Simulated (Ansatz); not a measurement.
**Pressure series in Zr**

Take Zr in the hcp (Mg type) structure (space group P6_3/mmc, No. 194; a = 3.246 Å, c = 5.151 Å) as the base.

Cell and atoms are relaxed at each pressure.

All numbers come from r2SCAN/PAW in Ansatz (a program for electronic structure), no spin-orbit coupling.

Notes on the quantities. enthalpy: H = E + PV relative to the base's energy.

```csv
variant,lattice parameter a,enthalpy,c/a ratio
base,3.246 Å,–,1.587
pressure −2 GPa,3.271 Å,-0.30 eV/atom,1.585
pressure −1 GPa,3.258 Å,-0.15 eV/atom,1.586
pressure 3 GPa,3.212 Å,+0.43 eV/atom,1.589
pressure 7 GPa,3.171 Å,+0.99 eV/atom,1.593
pressure 15 GPa,3.098 Å,+2.06 eV/atom,1.604
pressure 30 GPa,2.974 Å,+3.90 eV/atom,1.643
pressure 50 GPa,2.836 Å,+6.11 eV/atom,1.706
pressure 75 GPa,2.702 Å,+8.60 eV/atom,1.782
pressure 100 GPa,2.626 Å,+10.88 eV/atom,1.802
```

Load acts through the strain it causes; cell and atoms are relaxed under it. No phonon test of stability was made. All final runs are without spin polarisation. Measured, Zr leaves this structure (for the ω phase) near 3 GPa (temperature not stated; as listed in C. Cazorla, D. Alfè, M. J. Gillan, Physical Review B (2008)).
